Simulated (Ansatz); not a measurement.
Structures of equal composition on the (0001) surface of hcp Ru: a layer of Re in place of the second plane; a layer of Re in place of the third plane. The slabs share one bottom face, and each structure is named by its start. These are constructed structures in small cells; real faces may alloy, dewet or reconstruct in larger ones, and not all known structures of the face are among them. Slabs of about 11 Å, Fermi-Dirac smearing of 0.1 eV. Bottom of the slabs: a bare face, its two planes held. Relaxed from the named starts with such symmetry as they have, on meshes of like density; energies extrapolated to zero smearing; spin only where a row says so; no spin-orbit coupling, no U. Brackets mark spin-polarised runs, whose order is one that fits the cell.

These are PBE (plane waves to 420 eV, PAW; Ansatz, a program for electronic structure) values and carry that method's errors.

Task: Rank these by energy per 1x1 cell (lowest first), as PBE gives it.

Result: a layer of Re in place of the second plane (0.000 eV), a layer of Re in place of the third plane (0.287 eV)
